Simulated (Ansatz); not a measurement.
A computed series for Cu3N: response to strain

Base system: Cu3N (space group Pm-3m, No. 221; a = 3.827 Å). Axes: x, y, z lie along the cube axes.

Strains are applied to the cell and any free atomic positions relax; under biaxial strain the out-of-plane vector relaxes too.

The values are results of PBE/PAW in Ansatz (a program for electronic structure), scalar-relativistic without spin-orbit coupling, not measurements.

Notes on the quantities. energy relative to the base: free energy F.

| change | electron mass | band gap | energy relative to the base | smallest direct gap |
|---|---|---|---|---|
| base | – | 0.22 eV | 0 meV/atom | 0.75 eV |
| biaxial strain +0.60 %, plane normal [001], relaxed out of plane | 2.3 mₑ out of plane, 0.15 mₑ in plane (at M) | 0.25 eV | +0.8 meV/atom | 0.77 eV |
| biaxial strain +1.20 %, plane normal [001], relaxed out of plane | 2.2 mₑ out of plane, 0.16 mₑ in plane (at M) | 0.28 eV | +3.2 meV/atom | 0.78 eV |
| biaxial strain +1.80 %, plane normal [001], relaxed out of plane | 2.1 mₑ out of plane, 0.16 mₑ in plane (at M) | 0.30 eV | +7.1 meV/atom | 0.80 eV |
| biaxial strain +2.40 %, plane normal [001], relaxed out of plane | 2.1 mₑ out of plane, 0.17 mₑ in plane (at M) | 0.32 eV | +12 meV/atom | 0.81 eV |
| biaxial strain +3.00 %, plane normal [001], relaxed out of plane | 2.0 mₑ out of plane, 0.17 mₑ in plane (at M) | 0.35 eV | +19 meV/atom | 0.83 eV |

Effective masses come from finite differences of ±0.01 Å⁻¹. Whether these cells are dynamically stable was not tested. The final runs are not spin-polarised. The zero or small gap of Cu3N can change with the level of theory.
